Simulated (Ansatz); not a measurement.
Spacing of the highest filled and lowest empty level at the zone centre in eight small model glasses of hand-chosen composition and density, fast-quenched (anions pushed apart in CHGNet runs), each at its PBE geometry, by PBE and by r2SCAN (Ansatz, a quantum-chemistry and plane-wave program, plane waves, PAW). The cells are the first eight to finish that balance their formal charges, show no moments and no lower geometry on charging where those were tested, and have a gap at both levels; defect levels can set the spacings.

```csv
cell,quench by,pressure (GPa),levels at the gap,PBE (eV),"experiment, tabulated (eV)"
Si24O47S,CHGNet,0.5,localised at the filled edge,2.22,-
Si24O49Ca,CHGNet,-1.7,localised at the filled edge,3.63,-
Si24O51W,CHGNet,-1.0,localised at both edges,1.64,-
Si23O48AlH,CHGNet,0.7,localised at the filled edge,4.83,-
In14Ga6Zn6O36,CHGNet,0.2,localised at the filled edge,0.65,-
Ti2Si24O52,CHGNet,0.0,localised at both edges,2.41,-
Si24O48NaCl,CHGNet,0.1,localised at the filled edge,2.73,-
Ta16O37N2,CHGNet,-0.4,localised at the filled edge,2.62,-
```

What does r2SCAN give, and how does it move these values against PBE?

Si24O47S 2.77, Si24O49Ca 4.24, Si24O51W 1.94, Si23O48AlH 5.52, In14Ga6Zn6O36 1.14, Ti2Si24O52 2.75, Si24O48NaCl 3.31, Ta16O37N2 2.94 eV. It raises them by +0.30 to +0.70 eV, +0.49 eV on average. A straight line through the eight gives r2SCAN = 1.07 × PBE +0.30 eV, with a scatter of 0.11 eV.
